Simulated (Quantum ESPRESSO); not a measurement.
A self-consistent single point of LaB₆ (P1, 7 atoms in the cell) with Quantum ESPRESSO.

Method: LDA (PZ), GBRV 1.5 ultrasoft (LDA) pseudopotentials (plane waves; Quantum ESPRESSO).

```
LaB6
1.0
    4.15261     0.00000     0.00000
    0.00000     4.15261     0.00000
    0.00000     0.00000     4.15261
La B
1 6
Cartesian
 -0.00804  -0.00871   0.01562
  3.32186   2.08318   2.07802
  0.82822   2.07707   2.05563
  2.07562   3.30464   2.07893
  2.09727   0.82461   2.07633
  2.05688   2.08850   3.32979
  2.08603   2.08853   0.82352
```

Reference input (self-consistent single point, DFT, PBE, plane waves, GBRV 1.5 ultrasoft (PBE) pseudopotentials): ecutwfc = 40 Ry; ecutrho = 200 Ry; occupations = smearing; smearing = fermi-dirac; degauss = 0.0036749 Ry; potentials = {La: la_pbe_v1.uspp.F.UPF, B: b_pbe_v1.4.uspp.F.UPF}; K_POINTS = automatic 6 6 6 0 0 0; conv_thr = 1e-11 Ry; mixing_beta = 0.3. This run's input differs from it in these lines:

```diff
@@ -24,4 +24,4 @@
 ATOMIC_SPECIES
-La   138.9055  la_pbe_v1.uspp.F.UPF
-B     10.8100  b_pbe_v1.4.uspp.F.UPF
+La   138.9055  la_lda_v1.uspp.F.UPF
+B     10.8100  b_lda_v1.4.uspp.F.UPF
 ATOMIC_POSITIONS {bohr}
```

Output (repeated stretches shortened):

```
     Self-consistent Calculation

     iteration #  1     ecut=    40.00 Ry     beta= 0.30

---- Real-time Memory Report at c_bands before calling an iterative solver
           248 MiB given to the printing process from OS
            95 MiB allocation reported by mallinfo(arena+hblkhd)
------------------

     negative rho (up, down):  8.278E-02 0.000E+00

     total energy              =    -140.72441134 Ry
     estimated scf accuracy    <       0.92919408 Ry

     iteration #  2     ecut=    40.00 Ry     beta= 0.30

---- Real-time Memory Report at c_bands before calling an iterative solver
   [... lines left out ...]
           341 MiB given to the printing process from OS
           123 MiB allocation reported by mallinfo(arena+hblkhd)
------------------

     negative rho (up, down):  5.436E-02 0.000E+00

     total energy              =    -140.79716260 Ry
     estimated scf accuracy    <          1.5E-11 Ry

     iteration # 25     ecut=    40.00 Ry     beta= 0.30

---- Real-time Memory Report at c_bands before calling an iterative solver
           341 MiB given to the printing process from OS
           123 MiB allocation reported by mallinfo(arena+hblkhd)
------------------

     negative rho (up, down):  5.436E-02 0.000E+00
     End of self-consistent calculation

     the Fermi energy is    12.0241 ev

!    total energy              =    -140.79716260 Ry
     estimated scf accuracy    <          1.1E-12 Ry
     smearing contrib. (-TS)   =      -0.00070066 Ry
     internal energy E=F+TS    =    -140.79646193 Ry

     convergence has been achieved in  25 iterations

     negative rho (up, down):  5.436E-02 0.000E+00

     Forces acting on atoms (cartesian axes, Ry/au):

     atom    1 type  1   force =     0.00198058    0.00281586   -0.00365517
     atom    2 type  2   force =    -0.00255020   -0.00695838   -0.00098295
     atom    3 type  2   force =     0.00801374   -0.00493344    0.00985384
     atom    4 type  2   force =     0.00139763    0.02095804   -0.00061409
     atom    5 type  2   force =    -0.01098215    0.00656548    0.00101075
   [... lines left out ...]
     Total force =     0.041855     Total SCF correction =     0.000001
   [... lines left out ...]

     negative rho (up, down):  5.436E-02 0.000E+00
          total   stress  (Ry/bohr**3)                   (kbar)     P=      -64.16
  -0.00043810   0.00002155   0.00000899          -64.45        3.17        1.32
   0.00002155  -0.00042705  -0.00000463            3.17      -62.82       -0.68
   0.00000899  -0.00000463  -0.00044333            1.32       -0.68      -65.22

   JOB DONE.
```

The run converged in 25 iterations. Against the reference run the pressure goes from 0.12 to -6.42 GPa and the largest force goes from 0.693 to 0.605 eV/Å.

The starting cell comes from a database of computed structures (which also holds hypothetical and non-ambient phases and stackings), without a prior relaxation at this level. Its atoms were displaced at random from the sites of space group no. 221. With a pressure of about -6 GPa the cell is away from its equilibrium volume at this level.

Cost on one core of a shared machine: roughly 2 min.
